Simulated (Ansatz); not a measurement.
GaP (I-4m2, No. 119, 2 atoms in the cell; start mp-971648; a measured phase of this formula has another space group), treated with LDA (plane waves, PAW; Ansatz, a quantum-chemistry and plane-wave program).

Excerpt of the program's output:

```
Relaxation: its limit of steps is 80 (relax.max_steps)
Crystal: 2 atoms, lattice volume = 31.845 Å³
Basis set: ecut = 520 eV, 845 PW (Γ), exchange–correlation on 60×60×60 points (8 copies of the dense FFT grid, shifted against one another)
Bands: 13, of which v1, the nominal top of the filled ones, is band 9 counted from 1 (8 counted from 0)
Symmetry: 4 space group operations
Space group: Imm2 (ITA 44), of the structure as read, at distance tolerance 3.2e-5 Å
k-points: 1530 of 10648 (time reversal used)
Functional: x = slater, c = lda
SCF iter   1: F=—  HF=-4432.965114 eV  |F-HF|=—  |Δ(HF+E_count)|=         —  Δρ=6.99e-3  dr2=1.59e-2
SCF iter   2: F=—  HF=-4432.960817 eV  |F-HF|=—  |Δ(HF+E_count)|=   4.30e-3  Δρ=4.05e-3  dr2=5.43e-3
  ...
SCF 1 converged in 7 iterations: F = -4432.959110 eV  dr2 = 2.25e-8
Crystal: 2 atoms, lattice volume = 31.845 Å³
Initial density: handed on by an earlier stage of this run
SCF 2 converged in 3 iterations: F = -4432.959161 eV  dr2 = 5.27e-8
Crystal: 2 atoms, lattice volume = 31.845 Å³
SCF 3 converged in 4 iterations: F = -4432.959199 eV  dr2 = 6.33e-9
Crystal: 2 atoms, lattice volume = 31.845 Å³
SCF iter   4: F=—  HF=-4432.959199 eV  |F-HF|=—  |Δ(HF+E_count)|=   1.92e-9  Δρ=3.07e-7  dr2=3.29e-11
SCF iter   5: F=-4432.959199 eV  HF=-4432.959199 eV  |F-HF|=9.09e-13  |Δ(HF+E_count)|=  1.27e-11  Δρ=9.28e-8  dr2=1.05e-12
SCF 4 converged in 5 iterations: F = -4432.959199 eV  dr2 = 1.05e-12
SCF converged after 5 iterations
Free energy (F): -4432.959199 eV
Internal energy: -4432.954454 eV  (E = F + TS)
E sigma→0 (E₀):  -4432.956827 eV
Fermi energy:    10.558764 eV
--- Stress (GPa, compression-positive) ---
       -1.827191       0.000000       0.000000
        0.000000      -1.829709       0.000000
        0.000000       0.000000      -1.824552
  P = ⅓ Tr σ = -1.8272 GPa (-18.272 kbar)
```

Q: Write an input file that could have produced this run (the log leaves some choices open).

A: This is not unique; one that fits is 
Ansatz 0.2 input:
```yaml
crystal:
  lattice:
    - [-2.41622908, 2.416327938, 1.3636119339]
    - [2.41622908, -2.416327938, 1.3636119339]
    - [2.41622908, 2.416327938, -1.3636119339]
  atoms:
    - { symbol: Ga, position: [0.6650501772, 0.1650501772, 0.5] }
    - { symbol: P, position: [0.9151298228, 0.9151298228, 0.0] }
basis:
  ecutwfc: 520
  ecutrho_ratio: 4
  xc_grid: 2
kpoints:
  mp_grid: { grid: [22, 22, 22] }
hamiltonian:
  xc: lda
  dispersion: none
  pseudopotentials: { kind: paw }
scf:
  occupations: { method: fermi_dirac, width: 0.05 }
output:
  forces: true
  stress: true
  eigenvalues: true
relax:
  f_tol: 0.004
  escape_saddle: false
  max_steps: 80
  cell: { stress_tol: 0.02, fix: [volume] }
```

The cell is one volume of an energy–volume scan, off the minimum.

The PAW data were made under PBE.

Note: the relaxation could not lower the start's symmetry, so the cell can be a saddle point above a distorted one.

Computing time: around 3 core-minutes (rough).

A start named mp-… is a Materials Project structure, which need not be a measured phase.
